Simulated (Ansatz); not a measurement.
KCl under a change: isotropic strain −4.84 %

Start from KCl in the rock salt structure (space group Fm-3m, No. 225; a = 6.381 Å).

Now apply this change: the cell is scaled by 0.9516 in all directions, atoms relaxed at fixed cell.

Calculations: PBE in Ansatz (plane waves to 420 eV, PAW, no spin-orbit coupling). k-mesh 9×9×9 (Γ-centred); smearing 0.05 eV (Fermi–Dirac).

- Volume per atom = 27.99 Å³ (base 32.48 Å³)
- Space group = Fm-3m (No. 225) (base Fm-3m (No. 225))
- Shortest interatomic distance = 3.036 Å (base 3.191 Å)
- Energy relative to the base (free energy F) = +42 meV/atom
- Pressure = 3.47 GPa (base 0.00 GPa)
- Band gap = 5.58 eV (base 5.05 eV)
- Gap character = direct at Γ (base direct at Γ)
- Width of the top valence band = 0.53 eV (base 0.45 eV)
- Electron mass = 0.43 mₑ (at Γ) (base 0.45 mₑ (at Γ))
- Valley order (the lowest conduction-band minima on the path, energy above the VBM, named in the base's zone) = Γ 5.58 eV; X along ⟨100⟩ 6.41 eV (base Γ 5.05 eV; X along ⟨100⟩ 6.56 eV)

Masses are band curvatures over ±0.01 Å⁻¹ around the edge. Whether these cells are dynamically stable was not tested.

Ansatz is an electronic-structure program.
